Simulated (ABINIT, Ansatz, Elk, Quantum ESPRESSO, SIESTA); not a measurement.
# One structure in several programs: CdSe (F-43m, 2 atoms in the cell)

Self-consistent single point.

```yaml
crystal:
  lattice:
    - [0.00000, 3.02500, 3.02500]
    - [3.02500, 0.00000, 3.02500]
    - [3.02500, 3.02500, 0.00000]
  atoms:
    - { symbol: Cd, position: [0.00000, 0.00000, 0.00000] }
    - { symbol: Se, position: [0.25000, 0.25000, 0.25000] }
```

Shared settings, as Ansatz (a first-principles code) writes them: kpoints.mp_grid.grid = 9 9 9; magnetization.spin_orbit = true; scf.occupations.method = fermi_dirac; scf.occupations.width = 0.05 eV. Potentials and cutoffs stand in the table.

```tsv
code	model	pressure (GPa)	gap on the mesh (eV)	cutoff
Elk	PBE, spin-orbit coupling in second variation, all-electron FP-LAPW, Elk's shipped species files, APW+lo basis with extra local orbitals	–	0.494	rgkmax 8
Quantum ESPRESSO	PBE, spin-orbit coupling, PseudoDojo fully relativistic norm-conserving (PBE) pseudopotentials	3.84	0.522	105 Ry
ABINIT	PBE, spin-orbit coupling, PAW (JTH v2.0 PBE PAW)	3.74	0.516	20 Ha
SIESTA	GGA PBE with spin-orbit coupling, numerical atomic orbitals DZP, PseudoDojo PBE fully relativistic norm-conserving potentials (rewritten from UPF to PSML)	–	0.756	grid 350 Ry
Ansatz	PBE with spin-orbit coupling, default PAW files	3.71	–	default
```

A dash marks a value that a program does not give, or that is left out as unsure.

No gap is tabulated for Ansatz: it is not read from that output, or partly filled or unconverged empty levels leave it unsure.

Gaps are read on the mesh.

The spread over the programs that give each value: pressure within 0.13 GPa; gap on the mesh within 0.262 eV.

SIESTA uses small atom-centred bases, whose incompleteness enters pressures, forces and empty levels differently from a plane-wave cutoff. Elk treats all electrons, but the usual bases taken here (sphere radii, linearisation, local orbitals, empty states) were not tested for convergence, so the values are no reference for the others. Ansatz's pressure is given at a fixed set of plane waves, as the other plane-wave codes print theirs; with its correction for the finite basis it is 3.74 GPa. In the gap, SIESTA (by 0.237) lies more than 0.12 eV from the median of the plane-wave programs.

The starting cell has typed, rounded lattice constants, without a prior relaxation at this level.

Keys are those of Ansatz 0.2.
